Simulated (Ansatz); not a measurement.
Given:

```
CELL_PARAMETERS angstrom
      2.44245     0.00000     0.00000
     -1.22122     2.11522     0.00000
      0.00000     0.00000     4.16379
ATOMIC_POSITIONS crystal
  C  0.33333 0.66667 0.00073
  C  0.66667 0.33333 0.50073
  C  0.33333 0.66667 0.37427
  C  0.66667 0.33333 0.87427
```

These are r2SCAN, rigid bands, earlier PAW set (plane waves, scalar-relativistic; Ansatz, a quantum-chemistry and plane-wave program) values and carry that method's errors. Condition of this run: biaxial stress in the c plane of 33 GPa (compression positive) (the target of the relaxation). Geometry: cell and atoms relaxed with PBEsol, then loaded as said.

What conductivity effective mass do dilute electrons have at 300 K?

0.44 (x), 0.44 (y), 0.27 (z) mₑ.

What conductivity effective mass do dilute holes have at 300 K?

0.43 (x), 0.43 (y), 0.69 (z) mₑ.

And the band gap?

3.31 eV at this level; semilocal functionals usually fall short of the measured gap.

Rigid bands, one relaxation time for all states, no polarons. Spin-orbit coupling is left out. Geometry: cell and atoms relaxed with PBEsol.
